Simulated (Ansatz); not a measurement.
The starting structures come from a database of crystals and need not be the phases stable at ambient conditions.

Evanescent states of Al$_{2}$ZnSe$_{4}$ (I-4, not sure to be the ambient phase, 7 atoms a cell, 24.1 Å³ an atom) along the normal of (110)

The numbers are results of PBEsol (plane waves, PAW; Ansatz, a quantum-chemistry and plane-wave program), not measurements.

The gap is the functional's own. No spin-orbit coupling. Mid-gap values are interpolated on the energy grid.

Energies count from the valence-band top; κ is the least over a 6×6 mesh across the current.

```
E (eV)  κ (1/Å)  where
------  -------  -----
0.06      0.050      Γ
0.18      0.083      Γ
0.30      0.103      Γ
0.42      0.118      Γ
0.54      0.128      Γ
0.66      0.136      Γ
0.78      0.142      Γ
0.90      0.145      Γ
1.02      0.147      Γ
1.14      0.147      Γ
1.26      0.145      Γ
1.38      0.141      Γ
1.50      0.136      Γ
1.62      0.128      Γ
1.74      0.118      Γ
1.86      0.104      Γ
1.98      0.085      Γ
2.10      0.054      Γ
```

Q: How thick must the barrier be to attenuate the transmission by 10^6 when the electrodes' Fermi level lies at 1.62 eV, and what attenuation does that film give at 0.90 eV?

A: d = 6 ln 10 / (2 × 0.128) = 54.0 Å. At 0.90 eV it gives 6 × 0.145/0.128 = 6.8 decades.
